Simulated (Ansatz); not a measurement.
**Hypothetical cubic perovskite MnTlI3, response to strain**

The reference is MnTlI₃ in the cubic perovskite structure (space group Pm-3m, No. 221; a = 5.759 Å; ferromagnetic; a hypothetical phase, not in the database extracts checked). Axes: x, y, z lie along the cube axes.

Strains are applied to the cell and any free atomic positions relax; under biaxial strain the out-of-plane vector relaxes too.

Calculations: Kohn–Sham DFT with the PBE functional, run in Ansatz (a first-principles code) with PAW and 420 eV plane waves, spin-orbit coupling left out.

Notes on the quantities. energy relative to the base: free energy F.

```tsv
case	largest site moment	energy relative to the base	volume per atom	band gap
base	4.46 μB	0 meV/atom	38.19 Å³	0.15 eV
biaxial strain −3.18 %, plane normal [001], relaxed out of plane	4.39 μB	+11 meV/atom	36.81 Å³	zero
biaxial strain +2.30 %, plane normal [001], relaxed out of plane	4.45 μB	+4.5 meV/atom	39.25 Å³	zero
biaxial strain +4.41 %, plane normal [110], relaxed out of plane	4.49 μB	+16 meV/atom	40.27 Å³	zero
uniaxial strain ε_zz = +4.70 %	4.48 μB	+8.1 meV/atom	39.99 Å³	zero
uniaxial strain ε_zz = +4.85 %	4.48 μB	+8.5 meV/atom	40.05 Å³	zero
tensor shear ε_yz = −0.79 %	4.46 μB	+0.3 meV/atom	38.19 Å³	0.15 eV
```

Other magnetic orders, which the real material may have, were not ruled out. A case with no gap was solved on a k-mesh chosen for an insulator, which is coarse for it. With I and Tl present, leaving out spin-orbit coupling can change the band edges. No phonon test of stability was made. Many cubic perovskites are stable only at high temperature; tilts and polar distortions were not tested. Gaps under 0.05 eV, about the width of the smearing, are given as zero. A zero or small gap of MnTlI3 can be the functional's error rather than a property of the material.
